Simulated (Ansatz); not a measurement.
Consider C (space group R-3, No. 148; a = 6.318 Å, c = 3.846 Å (hexagonal axes); a hypothetical phase, not in the database extracts checked). Axes: x lies along a and z along c of the hexagonal cell.

The change: the cell is compressed by 0.44 % along y with no lateral relaxation, atoms relaxed at fixed cell.

Levels (all Ansatz, an electronic-structure program, PAW): PBEsol (420 eV, scalar-relativistic without spin-orbit coupling); r2SCAN (500 eV, without spin-orbit coupling).

The geometry is relaxed with PBEsol.

PBEsol gap character: indirect, R₂ → X
PBEsol smallest direct gap: 4.68 eV
PBEsol band gap: 3.24 eV

**Question.** How does going to r2SCAN change the gap character, smallest direct gap and band gap?

**Answer.** The gap character remains indirect, R₂ → X; the smallest direct gap increases by 0.32 eV to 5.00 eV; the band gap grows by 0.28 eV, from 3.24 eV to 3.52 eV.

Single points use the geometry relaxed with PBEsol. The cells carry an imposed strain or load. Whether these cells are dynamically stable was not tested. k-point labels follow each cell's own Brillouin zone.
